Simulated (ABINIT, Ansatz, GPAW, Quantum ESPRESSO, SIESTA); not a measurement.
# In (I4/mmm, 1 atom in the cell) computed with different codes at matched settings

Self-consistent single point.

```yaml
crystal:
  lattice:
    - [-1.62500, 1.62500, 2.47500]
    - [1.62500, -1.62500, 2.47500]
    - [1.62500, 1.62500, -2.47500]
  atoms:
    - { symbol: In, position: [0.00000, 0.00000, 0.00000] }
```

All programs got the same cell, k-point mesh and kind of occupations (in Ansatz's words: kpoints.mp_grid.grid = 15 15 15; scf.occupations.method = fermi_dirac; scf.occupations.width = 0.1 eV); potentials, basis and cutoffs are each program's usual ones.

```tsv
code	model	pressure (GPa)	k-points	cutoff
Quantum ESPRESSO	PBE, PSlibrary ultrasoft (PBE) pseudopotentials	0.39	288	50 Ry
GPAW	PBE, GPAW PAW datasets PBE (gpaw-data 1.0.1)	1.66	288	600 eV
ABINIT	PBE, norm-conserving pseudopotentials (PseudoDojo nc-sr-05 PBE standard)	1.97	288	35 Ha
Ansatz	PBE, default PAW files	1.98	288	420 eV
SIESTA	GGA PBE, numerical atomic orbitals DZP, PseudoDojo PBE standard norm-conserving potentials (rewritten from UPF to PSML)	0.96	1688	grid 300 Ry
```

The spread over the programs that give each value: pressure within 1.59 GPa.

The starting cell has typed, rounded lattice constants, without a prior relaxation at this level.

### Question
Why do the programs differ, and what cannot be compared?

### Answer
Differences of this kind can come from the potentials, where these differ, and from what each basis and cutoff leave unconverged. The zero of total energies and Fermi levels follows the potentials and each program's conventions, so they are not compared here. SIESTA uses small atom-centred bases, whose incompleteness enters pressures, forces and empty levels differently from a plane-wave cutoff. Ansatz's pressure is given at a fixed set of plane waves, as the other plane-wave codes print theirs; with its correction for the finite basis it is 2.02 GPa. The programs reduce the same mesh by symmetry to different extents, which changes the work and not the result. In the pressure, Quantum ESPRESSO (by 1.42) lies more than 1 GPa from the median of the plane-wave programs.

Left out of this page: Elk and FLEUR (not drawn, or without a comparable value).

Ansatz is an electronic-structure program.

Keys are those of Ansatz 0.2.
